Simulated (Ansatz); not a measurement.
For AlGeSiN (model structure, started from the AlSiCN type, R3m, No. 160, 4 atoms in the cell), LDA (plane waves, PAW; Ansatz, an electronic-structure program) gives:

* **lattice parameter a**: 3.467 Å
* **c axis length**: 18.348 Å
* **bulk modulus B0**: 71.0 GPa
* **cohesive energy**: 4.71 eV/atom

Task: What does r²SCAN in Ansatz (plane waves, PAW) give for the same quantities?

Result: 
- lattice constant a: 3.554 Å (rises by 2.5 %)
- lattice parameter c: 18.211 Å (drops by 0.7 %)
- bulk modulus: 77.1 GPa (increases by 8.6 %)
- cohesive energy: 3.87 eV/atom (shrinks by 0.84 eV/atom)

Changes are worked out from the printed values.

Unless a cell is named, each level is at its own relaxed cell (LDA 15.92, r²SCAN 16.60 Å³/atom).

Caveats: the bulk modulus is −V dP/dV from two relaxed cells at ±2 % in volume (LDA, r²SCAN). Ansatz's density-functional and Hartree–Fock values are scalar-relativistic unless marked +SOC, with PAW data made under PBE.

A model structure was made by putting elements into a prototype or built by hand; it is no filed structure, need not be a known phase, and can be a saddle point held by its symmetry.
